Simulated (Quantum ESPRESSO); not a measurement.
Input and output of a self-consistent single point for LaPd2 (I4/mmm, 3 atoms in the cell) (Quantum ESPRESSO).

Method of the run: LDA (PZ), GBRV 1.5 ultrasoft (LDA) pseudopotentials (plane waves; Quantum ESPRESSO 7.5).

```
CELL_PARAMETERS angstrom
     -1.97482     1.97482     4.40689
      1.97482    -1.97482     4.40689
      1.97482     1.97482    -4.40689
ATOMIC_POSITIONS crystal
  La 0.00000 0.00000 0.00000
  Pd 0.75000 0.25000 0.50000
  Pd 0.25000 0.75000 0.50000
```

Reference input (self-consistent single point, DFT, PBEsol, plane waves, GBRV 1.5 ultrasoft (PBESOL) pseudopotentials): ecutwfc = 40 Ry; ecutrho = 320 Ry; occupations = smearing; smearing = fermi-dirac; degauss = 0.0073499 Ry; potentials = {La: la_pbesol_v1.uspp.F.UPF, Pd: pd_pbesol_v1.4.uspp.F.UPF}; K_POINTS = automatic 9 9 9 0 0 0; conv_thr = 1e-10 Ry. This run's input differs from it in these lines:

```diff
@@ -22,4 +22,4 @@
 ATOMIC_SPECIES
-La   138.9055  la_pbesol_v1.uspp.F.UPF
-Pd   106.4200  pd_pbesol_v1.4.uspp.F.UPF
+La   138.9055  la_lda_v1.uspp.F.UPF
+Pd   106.4200  pd_lda_v1.4.uspp.F.UPF
 ATOMIC_POSITIONS crystal
```

Log, with long lists cut:

```
     Self-consistent Calculation

     iteration #  1     ecut=    40.00 Ry     beta= 0.70

     negative rho (up, down):  1.422E-01 0.000E+00

     total energy              =    -483.55129279 Ry
     estimated scf accuracy    <      20.49692959 Ry

     iteration #  2     ecut=    40.00 Ry     beta= 0.70

     negative rho (up, down):  1.511E-01 0.000E+00

     total energy              =    -495.27307464 Ry
     estimated scf accuracy    <      61.45380760 Ry

     iteration #  3     ecut=    40.00 Ry     beta= 0.70

     negative rho (up, down):  1.519E-01 0.000E+00

     total energy              =    -500.32476783 Ry
     estimated scf accuracy    <       6.33877908 Ry

   [... 21 blocks of this kind left out ...]

     iteration # 25     ecut=    40.00 Ry     beta= 0.70

     negative rho (up, down):  2.090E-01 0.000E+00

     total energy              =    -499.92422645 Ry
     estimated scf accuracy    <          1.3E-10 Ry

     iteration # 26     ecut=    40.00 Ry     beta= 0.70

     negative rho (up, down):  2.090E-01 0.000E+00
     End of self-consistent calculation

     the Fermi energy is    13.6864 ev

!    total energy              =    -499.92422645 Ry
     estimated scf accuracy    <          3.2E-11 Ry
     smearing contrib. (-TS)   =      -0.00444190 Ry
     internal energy E=F+TS    =    -499.91978455 Ry

     convergence has been achieved in  26 iterations

     negative rho (up, down):  2.090E-01 0.000E+00

     Forces acting on atoms (cartesian axes, Ry/au):

     atom    1 type  1   force =     0.00000000    0.00000000    0.00000000
   [... zero for the other atoms too ...]

     Total force =     0.000000     Total SCF correction =     0.000000

     negative rho (up, down):  2.090E-01 0.000E+00
          total   stress  (Ry/bohr**3)                   (kbar)     P=      -41.93
  -0.00029856  -0.00000000   0.00000000          -43.92       -0.00        0.00
   0.00000000  -0.00029856   0.00000000            0.00      -43.92        0.00
   0.00000000  -0.00000000  -0.00025806            0.00       -0.00      -37.96

   JOB DONE.
```

The run converged in 26 iterations. Against the reference run the pressure goes from -1.41 to -4.19 GPa. The full log also holds: “c_bands:  3 eigenvalues not converged”.

The starting cell comes from a database of computed structures (which also holds hypothetical and non-ambient phases and stackings), without a prior relaxation at this level. Its lattice was rescaled by a random factor within 2.5 % of one. Spin polarisation is off. With a pressure of about -4 GPa the cell is away from its equilibrium volume at this level.

Cost on one core of a shared machine: roughly 5 min.
